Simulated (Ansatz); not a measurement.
Consider BN (space group P6_3/mmc, No. 194; a = 2.506 Å, c = 6.615 Å; layered, stacked along the Cartesian z axis).

Computed with PBE-D3(BJ) (Ansatz, an electronic-structure program), no spin-orbit coupling.

Carriers are added at fixed cell with a uniform background; the Fermi–Dirac width is that of 300 K.

One change was made to it. Results:

```json
[
 {"quantity": "Fermi level relative to the doped band's edge (positive inside the band; to 0.05 eV)", "base": "–", "after": "+0.25 eV"},
 {"quantity": "gap character", "base": "indirect, k = (0.296, 0.296, 0) in the run's primitive reciprocal basis → M", "after": "indirect, k = (0.296, 0.296, 0) in the run's primitive reciprocal basis → M"},
 {"quantity": "gap between the host's bands", "base": "4.24 eV", "after": "4.23 eV"}
]
```

Problem. Which of these changes matches the shifts?
A. holes 5.0×10^21 cm⁻³
B. holes 2.0×10^22 cm⁻³
C. holes 1.0×10^21 cm⁻³
D. electrons 2.0×10^22 cm⁻³
E. electrons 2.0×10^21 cm⁻³

Solution. E, electrons 2.0×10^21 cm⁻³. For comparison, the gap between the host's bands in the other runs: holes 1.0×10^21 cm⁻³ gives 4.27 eV; holes 2.0×10^22 cm⁻³ gives 4.94 eV; electrons 2.0×10^22 cm⁻³ gives 4.18 eV; holes 5.0×10^21 cm⁻³ gives 4.42 eV.

Charged cell with a jellium background: band edges are those of the host's band count, energies are not comparable with the neutral cell, and many-body gap narrowing is missing. No phonon test of stability was made.
